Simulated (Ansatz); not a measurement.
Abridged Ansatz (an electronic-structure program) output:

```
Relaxation: its limit of steps is 50 (relax.max_steps)
Pseudopotential: Mo, paw, valence charge 14
Crystal: 1 atoms, lattice volume = 14.685 Å³
Basis set: ecut = 420 eV, 321 PW (Γ), exchange–correlation on 60×60×36 points (8 copies of the dense FFT grid, shifted against one another)
Bands: 11, of which v1, the nominal top of the filled ones, is band 7 counted from 1 (6 counted from 0)
Symmetry: 12 space group operations
k-points: 2496 of 27000
Functional: x = slater, c = lda
SCF iter   1: F=—  HF=-4842.857517 eV  |F-HF|=—  |Δ(HF+E_count)|=         —  Δρ=7.72e-3  dr2=1.95e-3  ethr=1.77e-3  ⟨swp⟩=5.0  Hψ=161693  notcnv=0
SCF iter   2: F=—  HF=-4842.857102 eV  |F-HF|=—  |Δ(HF+E_count)|=   4.15e-4  Δρ=3.77e-3  dr2=4.31e-4  ethr=1.39e-5  ⟨swp⟩=1.8  Hψ=52068  notcnv=0
SCF 1 converged in 6 iterations: F = -4842.857021 eV  dr2 = 1.12e-8
relax step   1: F+E_penalty+E_count = -4842.85702094 eV  Δ(F+E_penalty+E_count) = +0.000e0 eV  max|allowed force component| = 0.000e0 eV/Å  Δτ_max = 0.0000 Å  P = +7.930 GPa  Ω = 14.685 Å³  fix = [a, b, gamma]  reactions: a +9.841, b +9.841 GPa  (6 SCF iters, dr2 threshold 1.00e-7 eV, accepted)
[... steps on the carried basis left out ...]
relax step   4: F+E_penalty+E_count = -4842.85877615 eV  Δ(F+E_penalty+E_count) = -1.516e-6 eV  max|allowed force component| = 0.000e0 eV/Å  Δτ_max = 0.0000 Å  P = +5.032 GPa  Ω = 14.824 Å³  energy of the carried Pulay correction = -1.110e-5 eV  fix = [a, b, gamma]  reactions: a +7.547, b +7.547 GPa  (3 SCF iters, dr2 threshold 2.68e-8 eV, accepted)
Crystal: 1 atoms, lattice volume = 14.824 Å³
SCF iter   1: F=—  HF=-4842.858787 eV  |F-HF|=—  |Δ(HF+E_count)|=         —  Δρ=1.01e-4  dr2=3.33e-8  ethr=3.93e-8  ⟨swp⟩=3.2  Hψ=241490  notcnv=0
SCF iter   2: F=—  HF=-4842.858788 eV  |F-HF|=—  |Δ(HF+E_count)|=   5.78e-7  Δρ=5.03e-5  dr2=8.05e-9  ethr=2.38e-10  ⟨swp⟩=1.6  Hψ=30687  notcnv=0
SCF 5 converged in 4 iterations: F = -4842.858788 eV  dr2 = 6.52e-14
SCF converged after 4 iterations
Free energy (F): -4842.858788 eV
Internal energy: -4842.838754 eV  (E = F + TS)
E sigma→0 (E₀):  -4842.848771 eV
Entropy (-TS):   -0.020034 eV (-20.034 meV/atom)
Fermi energy:    22.161811 eV
--- Forces (eV/Å), atoms counted from 1 ---
  atom   1  Mo    -0.00000000     0.00000000     0.00000000
--- Stress (GPa, compression-positive) ---
        7.547103       0.000000      -0.000000
        0.000000       7.547103       0.000000
       -0.000000       0.000000       0.003673
  P = ⅓ Tr σ = 5.0326 GPa (50.326 kbar)
--- Relaxed structure (4 steps of the walk, 4 accepted, 1 SCFs on fresh bases) ---
  cell:  # Å, volume = 14.8244 Å³
    - [4.326874173325062, -2.8867589136519566e-11, -1.5924295730211534e-10]
    - [2.163437086687531, 3.747182953063862, -1.0666327220312135e-11]
    - [2.1634370866878476, -1.2490609843906906, 0.9143175614752626]
  atoms:
    - { symbol: Mo, position: [0.0, 0.0, 0.0] }
```

### Question
What was computed, and what are the main results?

### Answer
Mo, 1 atom in the cell, with Ansatz LDA, no spin-orbit coupling. The last SCF converged to F = -4842.858788 eV, or -4842.8588 eV per atom, at a pressure of 5.03 GPa. The total energy compares only with runs of the same code, potentials and settings.

The cells carry an imposed strain or load. Whether these cells are dynamically stable was not tested. All final runs are without spin polarisation. The cell was made from Mo in the bcc (W type) structure (space group Im-3m, No. 229) by this change: biaxial strain −1.67 %, plane normal [111], relaxed out of plane.

Keys are those of Ansatz 0.2.
